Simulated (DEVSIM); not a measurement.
System: abrupt Si p-n junction, at 400 K.

| layer (left to right) | material | thickness (μm) | Nd (cm⁻³) | Na (cm⁻³) | τn (s) | τp (s) |
|---|---|---|---|---|---|---|
| 1 | Si | 6.20 | - | 1.2e19 | 0.00045 | 0.00045 |
| 2 | Si | 8.60 | 1.1e17 | - | 0.00045 | 0.00045 |

Left contact: ohmic. Right contact: ohmic. Voltage is applied to the left contact. Recombination: SRH at mid-gap, radiative, Auger. Mobility is μmin + (μ − μmin)/(1 + (N/Nref)^α).

Constants are typed, rounded textbook-type inputs, not results; the design itself was drawn at random and stands for no fabricated device. Values at 300 K; Nc and Nv go as T^1.5, mobilities as T to minus their exponent, the gap by Varshni's rule with the affinity fixed.

| parameter | Si |
|---|---|
| gap (eV) | 1.124 |
| affinity (eV) | 4.05 |
| permittivity | 11.7 |
| Nc (cm⁻³) | 2.86e19 |
| Nv (cm⁻³) | 3.1e19 |
| μn (cm²/Vs) | 1417 |
| μp (cm²/Vs) | 470 |
| μn,min | 52 |
| μp,min | 45 |
| Nref,n | 9.7e16 |
| Nref,p | 2.2e17 |
| αn | 0.68 |
| αp | 0.72 |
| T exponent of μn | 2.3 |
| T exponent of μp | 2.2 |
| B (cm³/s) | 4.7e-15 |
| Cn (cm⁶/s) | 2.8e-31 |
| Cp (cm⁶/s) | 9.9e-32 |
| Varshni α (eV/K) | 0.000473 |
| Varshni β (K) | 636 |

Model (solved in DEVSIM): 1D drift-diffusion, Boltzmann statistics, complete ionisation; no tunnelling, impact ionisation, image-force lowering or self-heating.

The thickness of layer 2 was swept, all else fixed.

```csv
thickness of layer 2 (μm),dark forward voltage at 1 A/cm² (V),dark forward voltage at 100 A/cm² (V)
1.7,0.458,0.621
3,0.478,0.642
5.2,0.497,0.664
8.6,0.515,0.685
15,0.534,0.709
26,0.553,0.734
43,0.570,0.757
```

From the first row to the last the dark forward voltage at 1 A/cm² goes from 0.458 to 0.570. From the first row to the last the dark forward voltage at 100 A/cm² goes from 0.621 to 0.757.
